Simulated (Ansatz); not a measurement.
Electronic density of states of amorphous Si$_{24}$O$_{46}$F$_{4}$, density 2.12 g/cm³, on a 2×2×2 Γ-centred mesh with a Gaussian width of 0.1 eV; energies count from the Fermi level, whose place inside the gap is arbitrary. Cell and mesh are small, so fine structure isn't converged. All values below come from PBE, scalar-relativistic without spin-orbit coupling (plane waves to 420 eV, PAW; Ansatz, an electronic-structure program). Sampling: a 2×2×2 Γ-centred mesh; Fermi-Dirac width 0.02 eV; no spin polarisation. At PBE the levels at the filled edge of the gap are localised (band-tail or defect states).

The cell was made by melting and quenching with the CHGNet potential and then relaxed with DFT. O and F atoms were pushed apart under 1.9 Å during the dynamics, to hinder bonds among them. The hot cell started wider than the set density and was brought back towards it in steps. It is the lowest in DFT energy of 2 quenches. It is a model cell: composition and starting density were chosen by hand, and all elements were melted together. No dispersion term was used. Its density started from a set value of 2.12 and ended at 2.12 g/cm³. The quench (nominally 150 K/ps over its main leg) was far faster than any real one, so the model tends to hold more defects than a real film. A cell of this size samples the disorder only roughly. The volume was held where the preparation left it, at a PBE pressure of 0.0 GPa. Stress components on the final sampling reach 2.5 GPa.

```csv
E - EF (eV),states/(eV atom)
-12.00,0.00
-11.90,0.00
-11.80,0.00
-11.70,0.00
-11.60,0.02
-11.50,0.15
-11.40,0.28
-11.30,0.22
-11.20,0.22
-11.10,0.18
-11.00,0.09
-10.90,0.13
-10.80,0.18
-10.70,0.18
-10.60,0.18
-10.50,0.21
-10.40,0.19
-10.30,0.17
-10.20,0.19
-10.10,0.19
-10.00,0.19
-9.90,0.22
-9.80,0.25
-9.70,0.24
-9.60,0.17
-9.50,0.13
-9.40,0.12
-9.30,0.17
-9.20,0.22
-9.10,0.21
-9.00,0.23
-8.90,0.21
-8.80,0.20
-8.70,0.18
-8.60,0.16
-8.50,0.14
-8.40,0.18
-8.30,0.24
-8.20,0.31
-8.10,0.48
-8.00,0.64
-7.90,0.68
-7.80,0.69
-7.70,0.66
-7.60,0.67
-7.50,0.57
-7.40,0.50
-7.30,0.52
-7.20,0.45
-7.10,0.31
-7.00,0.21
-6.90,0.19
-6.80,0.24
-6.70,0.49
-6.60,0.53
-6.50,0.30
-6.40,0.27
-6.30,0.19
-6.20,0.23
-6.10,0.42
-6.00,0.47
-5.90,0.42
-5.80,0.50
-5.70,0.66
-5.60,0.68
-5.50,0.68
-5.40,0.67
-5.30,0.66
-5.20,0.69
-5.10,0.67
-5.00,0.63
-4.90,0.64
-4.80,0.74
-4.70,0.83
-4.60,0.80
-4.50,0.80
-4.40,0.83
-4.30,0.86
-4.20,0.88
-4.10,0.90
-4.00,0.98
-3.90,0.93
-3.80,0.84
-3.70,0.90
-3.60,0.83
-3.50,0.74
-3.40,0.76
-3.30,0.78
-3.20,0.72
-3.10,0.73
-3.00,0.75
-2.90,0.71
-2.80,0.54
-2.70,0.33
-2.60,0.17
-2.50,0.04
-2.40,0.00
-2.30,0.00
-2.20,0.00
-2.10,0.00
-2.00,0.00
-1.90,0.00
-1.80,0.00
-1.70,0.00
-1.60,0.00
-1.50,0.00
-1.40,0.00
-1.30,0.00
-1.20,0.00
-1.10,0.00
-1.00,0.00
-0.90,0.00
-0.80,0.00
-0.70,0.00
-0.60,0.00
-0.50,0.00
-0.40,0.00
-0.30,0.00
-0.20,0.00
-0.10,0.00
0.00,0.00
0.10,0.00
0.20,0.00
0.30,0.00
0.40,0.00
0.50,0.00
0.60,0.00
0.70,0.00
0.80,0.00
0.90,0.00
1.00,0.00
1.10,0.00
1.20,0.00
1.30,0.00
1.40,0.00
1.50,0.00
1.60,0.00
1.70,0.00
1.80,0.00
1.90,0.00
2.00,0.00
2.10,0.00
2.20,0.00
2.30,0.00
2.40,0.00
2.50,0.01
2.60,0.02
2.70,0.01
2.80,0.00
2.90,0.02
3.00,0.04
3.10,0.05
3.20,0.05
3.30,0.08
3.40,0.10
3.50,0.07
3.60,0.05
3.70,0.08
3.80,0.09
3.90,0.08
4.00,0.07
4.10,0.07
4.20,0.07
4.30,0.11
4.40,0.13
4.50,0.11
4.60,0.15
4.70,0.20
4.80,0.20
4.90,0.21
5.00,0.25
5.10,0.28
5.20,0.22
5.30,0.19
5.40,0.24
5.50,0.27
5.60,0.29
5.70,0.34
5.80,0.38
5.90,0.41
6.00,0.47
6.10,0.53
6.20,0.54
6.30,0.54
6.40,0.53
```

The level gap on this mesh is 5.19 eV; the broadening fills part of it in the curve.
